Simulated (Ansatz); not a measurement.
Phonon-limited resistivity of LuRh$_{3}$B (Pm-3m) against temperature in μΩ·cm, PBEsol, DFPT electron-phonon coupling, linearised Boltzmann equation (Ansatz, a first-principles code), harmonic crystal at a fixed cell.

```json
[
 {"T": "50 K", "ρ": "1.04"},
 {"T": "77 K", "ρ": "3.2"},
 {"T": "100 K", "ρ": "(withheld)"},
 {"T": "150 K", "ρ": "(withheld)"},
 {"T": "200 K", "ρ": "13.8"},
 {"T": "250 K", "ρ": "17.9"},
 {"T": "273 K", "ρ": "19.7"},
 {"T": "300 K", "ρ": "22"},
 {"T": "350 K", "ρ": "26"},
 {"T": "400 K", "ρ": "30"},
 {"T": "500 K", "ρ": "38"},
 {"T": "600 K", "ρ": "45"},
 {"T": "800 K", "ρ": "59"}
]
```

Q: What belongs in the gaps?

A: 
- 100 K, ρ: 5.2
- 150 K, ρ: 9.6

A metal at this level (no band gap). Only scattering by harmonic phonons is included (no impurities, grain boundaries, electron-electron scattering or thermal expansion). Spin-orbit coupling is left out, which matters with elements this heavy. The run warned that the eigensolver left some states short of its tolerance. Halving the electron mesh (20x20x20) moves the resistivity by up to 3 %. Smearing 0.20 eV; phonons on a 4x4x4 q mesh, which this run doesn't test and which matters most at low temperature.

Formula and space group known from diffraction (Crystallography Open Database), not checked to be the room-temperature form: LuRh3B (Pm-3m).
